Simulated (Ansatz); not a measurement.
Base system: BP in the zinc blende structure (space group F-43m, No. 216; a = 4.5366 Å). Axes: x, y, z lie along the cube axes.

Now apply this change: uniaxial strain ε_xx = −2.66 %, all other strain components held at zero; the atoms relax in the strained cell.

Levels (all Ansatz, a quantum-chemistry and plane-wave program, PAW): r2SCAN (500 eV, spin-orbit coupling left out); HSE06+SOC (420 eV, spin-orbit coupling included).

The geometry is relaxed with r2SCAN.

| Quantity | Result |
|---|---|
| r2SCAN band gap | 0.94 eV |
| r2SCAN valence-band top at Γ | 0.00, -0.28, -0.28 eV |

**Question.** Predict the band gap and valence-band top at Γ from HSE06+SOC.

**Answer.** The band gap rises by 0.55 eV (0.94 eV → 1.49 eV); the valence-band top at Γ (three highest Kramers pairs, from the VBM) changes from 0.00, -0.28, -0.28 eV to 0.00, -0.26, -0.29 eV.

Single points use the geometry relaxed with r2SCAN. The hybrid gap comes from the SCF mesh plus the semilocal run's edge points and a few special points and is an upper bound. The spin-orbit shifts are approximate. Whether these cells are dynamically stable was not tested.
